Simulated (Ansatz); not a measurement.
The parent structure is MgO in the rock salt structure (space group Fm-3m, No. 225; a = 4.2537 Å).

It is then changed as follows: every lattice vector is stretched by 2.50 %; the atoms relax in the strained cell.

Level of theory: plane-wave PAW DFT at the PBE level (Ansatz, an electronic-structure program, 420 eV), no spin-orbit coupling.

Base, band edges from the VBM (valence, conduction): X -1.30, 9.11; W -1.71, 11.46; L -0.62, 7.73; Γ 0.00, 4.46; K -1.10, 9.96; U -1.10, 9.96 eV.

Question: Give the band edges at the high-symmetry points of the new zone, measured from its valence-band maximum.

Answer: 
```
point  valence edge (eV)  conduction edge (eV)
-----  -----------------  --------------------
Γ                   0.00                  3.80
X                  -1.20                  8.92
U                  -1.00                  9.57
K                  -1.00                  9.57
L                  -0.54                  7.28
W                  -1.59                 10.96
```

The gap is 3.80 eV, direct at Γ.

Gaps are read on the SCF mesh and a high-symmetry path. No phonon test of stability was made.
